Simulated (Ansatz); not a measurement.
The starting structures come from a database of crystals and need not be the phases stable at ambient conditions.

Crystal: SiO₂ (P4_32_12, not sure to be the ambient phase, 12 atoms a cell, 14.2 Å³ an atom); planes in its conventional cell.

These are r2SCAN (plane waves, PAW; Ansatz, a program for electronic structure) values and carry that method's errors.

The gap is the functional's own, uncorrected, and κ follows it; spin-orbit coupling is left out. Mid-gap values are interpolated between the computed energies.

```json
[
 {"plane": "(001)", "area of the cell (Å²)": "24.8", "mid-gap κ (1/Å)": "0.54", "largest κ in the gap (1/Å)": "0.58"},
 {"plane": "(110)", "area of the cell (Å²)": "48.6", "mid-gap κ (1/Å)": "0.54", "largest κ in the gap (1/Å)": "?"},
 {"plane": "(100)", "area of the cell (Å²)": "34.3", "mid-gap κ (1/Å)": "?", "largest κ in the gap (1/Å)": "?"}
]
```

**Question.** The slowest decay depends on the direction. Supply the withheld values.

**Answer.** 
- (110), largest κ in the gap (1/Å): 0.56
- (100), mid-gap κ (1/Å): 0.50
- (100), largest κ in the gap (1/Å): 0.50
